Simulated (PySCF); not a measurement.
PySCF 2.14.0, R2SCAN/def2-svp, df: Nb(F)4(Me) ([CH3][Nb]([F])([F])([F])[F]), 9 atoms. The geometry is a generated start, not checked to be a minimum at this level.

```
Item                                                 Value
-------------------------  -------------------------------
task                                                energy
method                                              r2scan
basis                                             def2-svp
two-electron scheme                        density fitting
mol.max_memory                                     3000 MB
mf.max_cycle                                           100
mf.init_guess                              minao (default)
mf.DIIS                                    CDIIS (default)
mf.diis_space                                  8 (default)
mf.conv_tol                                1e-09 (default)
mf.grids.level                                 3 (default)
effective core potentials  those of the basis set, past Kr
basis functions                                        116
grid points                                         123032
```

```xyz
9

Nb     0.7011     0.7107    -0.4924
F      2.0701     0.2043     0.5357
F     -0.5975     1.2939    -1.5738
F      0.3125     2.0117     0.6683
F      1.1620    -0.5065    -1.7184
C     -0.7515    -0.7674     0.5356
H     -0.1761    -1.3948     1.2263
H     -1.2146    -1.3729    -0.2530
H     -1.5061    -0.1791     1.0716
```

Charge 0 and multiplicity 1 are set for this test and not shown to be the ground state.

One run each on 2 threads, 1 BLAS thread. Values of level_shift (Hartree) tried: 0 (default), 0.1, 0.3, 1.

**Question.** Which value of level_shift (Hartree) needs the fewest Fock builds, and what happens away from it?

**Answer.** Fewest Fock builds, within one of each other: 0 (default) with 15, 0.1 with 14. The count rises to 47 at 1. All converge to one solution.

```
level_shift (Hartree)  Fock builds            end
---------------------  -----------  -------------
0 (default)                     15  same solution
0.1                             14  same solution
0.3                             17  same solution
1                               47  same solution
```
